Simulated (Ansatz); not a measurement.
Base system: PbTe in the rock salt structure (space group Fm-3m, No. 225; a = 6.442 Å).

Levels (all Ansatz, a first-principles code, PAW): PBEsol (420 eV, no SOC); HSE06 (420 eV, scalar-relativistic without spin-orbit coupling).

Its gap is 0.65 eV with PBEsol and 1.09 eV with HSE06.

One thing is altered: cell and atoms relaxed at a pressure of 7 GPa.

With PBEsol the gap becomes 0.34 eV.

If the HSE06 correction stayed the same, what would the HSE06 gap be, and what does the HSE06 run give?

A rigid correction of +0.44 eV gives 0.78 eV. The HSE06 run gives 0.72 eV, so the correction itself changes by -0.06 eV.

Single points use the geometry relaxed with PBEsol. HSE06 gaps are upper bounds (no full band path). With Pb and Te present, leaving out spin-orbit coupling can change the band edges. Load acts through the strain it causes; cell and atoms are relaxed under it. No phonon test of stability was made. No other phases were tried under pressure.
